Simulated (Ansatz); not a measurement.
Ansatz (a quantum-chemistry and plane-wave program) run on KCaF3 (P4mm, 5 atoms in the cell): self-consistent single point.

Level of theory: PBEsol, default PAW files made with PBE (plane waves; Ansatz).

```xyz
5
Lattice="4.4683 0.0000 0.0000 0.0000 4.4683 0.0000 0.0000 0.0000 4.4683" Properties=species:S:1:pos:R:3 pbc="T T T"
K      2.2341     2.2341     2.2841
Ca     0.0000     0.0000     0.0000
F      0.0000     2.2341     0.0000
F      2.2341     0.0000     0.0000
F      0.0000     0.0000     2.2341
```

Reference input (self-consistent single point, DFT, PBEsol, plane waves, default PAW files made with PBE): basis.ecutwfc = 420 eV; kpoints.mp_grid.grid = 6 6 6; hamiltonian.xc = pbesol; hamiltonian.pseudopotentials = {kind: paw} (the program's default PAW files); scf.occupations.method = fixed. This run's input differs from it in these lines:

Ansatz 0.2 input:
```diff
@@ -16,3 +16,4 @@
   mp_grid:
-    grid: [6, 6, 6]
+    grid: [10, 10, 10]
+    shift: [0.5, 0.5, 0.5]
 hamiltonian:
```

Output (repeated stretches shortened):

```
SCF iter   1: F=—  HF=-5719.862599 eV  |F-HF|=—  |Δ(HF+E_count)|=         —  Δρ=1.11e-2  dr2=6.96e-2  ethr=1.77e-3  ⟨swp⟩=5.5  Hψ=7693  notcnv=0  defer=171
all-band conjugate gradients solve this SCF's bands
preconditioner: auto → Resta (q_TF=auto, 2.387 Å⁻¹)
SCF iter   2: F=—  HF=-5719.844446 eV  |F-HF|=—  |Δ(HF+E_count)|=   1.82e-2  Δρ=2.86e-3  dr2=3.29e-3  ethr=1.74e-4  ⟨swp⟩=2.3  Hψ=3992  notcnv=0  defer=205
SCF iter   3: F=—  HF=-5719.843643 eV  |F-HF|=—  |Δ(HF+E_count)|=   8.03e-4  Δρ=7.64e-4  dr2=3.18e-4  ethr=8.24e-6  ⟨swp⟩=2.3  Hψ=2933  notcnv=0  defer=222
SCF iter   4: F=—  HF=-5719.843678 eV  |F-HF|=—  |Δ(HF+E_count)|=   3.51e-5  Δρ=1.34e-4  dr2=1.03e-5  ethr=7.94e-7  ⟨swp⟩=2.0  Hψ=3451  notcnv=0  defer=224
SCF iter   5: F=—  HF=-5719.844821 eV  |F-HF|=—  |Δ(HF+E_count)|=   1.14e-3  Δρ=2.22e-5  dr2=2.41e-7  ethr=2.58e-8  ⟨swp⟩=2.0  Hψ=3225  notcnv=0  defer=119
SCF iter   6: F=-5719.844821 eV  HF=-5719.844821 eV  |F-HF|=8.10e-9  |Δ(HF+E_count)|=   3.33e-7  Δρ=3.04e-6  dr2=1.02e-8  ethr=2.50e-10  ⟨swp⟩=11.3  Hψ=12048  notcnv=0
SCF 1 converged in 6 iterations: F = -5719.844821 eV  dr2 = 1.02e-8
Free energy (F): -5719.844821 eV
Internal energy: -5719.844821 eV  (E = F + TS)
E sigma→0 (E₀):  -5719.844821 eV
Fermi energy:    1.121317 eV
--- Forces (eV/Å), atoms counted from 1 ---
  atom   1  K     -0.00000000     0.00000000    -0.00566179
  atom   2  Ca     0.00000000     0.00000000     0.04303573
  atom   3  F      0.00000000     0.00000000    -0.02760834
  atom   4  F      0.00000000     0.00000000    -0.02760834
  atom   5  F     -0.00000000     0.00000000     0.01787158
--- Stress (GPa, compression-positive) ---
       -1.970223       0.000000      -0.000000
        0.000000      -1.970223       0.000000
       -0.000000       0.000000      -1.971453
  P = ⅓ Tr σ = -1.9706 GPa (-19.706 kbar)
  The stress holds the Pulay correction. Without it, at fixed plane waves, as pw.x and ABINIT print it: P = -2.3929 GPa
```

The run converged in 6 iterations. Against the reference run the free energy stays essentially unchanged (within 1 meV/atom), the pressure stays at -1.97 GPa, the largest force stays at 0.043 eV/Å and the gap on the mesh goes from 6.076 to 6.186 eV.

The starting cell comes from a database of computed structures (which also holds hypothetical and non-ambient phases and stackings), without a prior relaxation at this level. Its lattice was rescaled by up to half a per cent. One atom was moved a little off its site on purpose. Ansatz's pressure includes its estimate of the finite-basis (Pulay) stress. Another mesh or the band path of this cell gives a smaller gap, so this value is not converged in the mesh.
